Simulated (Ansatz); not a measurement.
An Ansatz (a first-principles code) input (PBE (Ansatz, PAW, scalar-relativistic without spin-orbit coupling), earlier PAW set):

Ansatz 0.2 input:
```yaml
crystal:
  lattice:
    - [4.7510415933, 0, 0]
    - [2.3755207966, 4.1145227142, 0]
    - [0, 0, 6.6405606644]
  atoms:
    - { symbol: Ta, position: [0.5, 0.5, 0] }
    - { symbol: Ta, position: [0.5, 1, 0.3333333333] }
    - { symbol: Ta, position: [1, 0.5, 0.6666666667] }
    - { symbol: Si, position: [0.1590272947, 0.1590272947, 0] }
    - { symbol: Si, position: [0.8409727053, 0.3180545894, 0.3333333333] }
    - { symbol: Si, position: [0.6819454106, 0.1590272947, 0.6666666667] }
    - { symbol: Si, position: [0.8409727053, 0.8409727053, 0] }
    - { symbol: Si, position: [0.1590272947, 0.6819454106, 0.3333333333] }
    - { symbol: Si, position: [0.3180545894, 0.8409727053, 0.6666666667] }
basis: { ecutwfc: 420, ecutrho_ratio: 4, xc_grid: 2, fft_grid_basis: typed }
kpoints: { mp_grid: { grid: [11, 11, 7] } }
hamiltonian:
  xc: pbe
  dispersion: none
  pseudopotentials: { azcp: { folder: ./paw }, kind: paw }
scf: { occupations: { method: fermi_dirac, width: 0.05 } }
relax: { f_tol: 0.005, max_steps: 50, cell: { stress_tol: 0.01, fix: [a, b, gamma] } }
output: { forces: true, stress: true }
checkpoint: { write: state.ck, write_every: 1000 }
```

Task: Which symmetry and how many k-points will the program report, and about how many plane waves at Γ?

Result: Space group P6222 (ITA 180) with 12 operations, k-points 64 of 847, and 2537 plane waves at Γ.

Task: And the final pressure?

Result: 3.12 GPa (compression positive).

The cells carry an imposed strain or load. No phonon test of stability was made. The final runs are not spin-polarised. The cell was made from TaSi2 (space group P6_222, No. 180) by this change: biaxial strain −1.10 %, plane normal [001], relaxed out of plane.
